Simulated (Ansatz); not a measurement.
A hypothetical phase is included: elements placed on a structure type, which no database files for this compound.

By PBEsol, the system below comes out a metal.

A figure of merit of an interconnect metal is its ballistic conductance per area.

Here is the system:

```xyz
2
Lattice="4.4939 0.0000 0.0000 -2.2469 3.8918 0.0000 2.2469 1.2973 1.8346" Properties=species:S:1:pos:R:3 pbc="T T T"
Ta     0.0000     0.0000     0.0000
As     0.0000     2.5945     0.9173
```

The cell was relaxed by PBE-D3(BJ).

The current flows along the normal of the first two printed cell vectors, the (111) plane of the conventional cell. No spin-orbit coupling; the value is a mean over 0.1 eV about the Fermi level.

**Question.** Estimate the ballistic conductance per area that PBEsol run with Ansatz (a quantum-chemistry and plane-wave program) returns for this system.

**Answer.** 0.60 × 10¹⁵ S/m² for both spins.
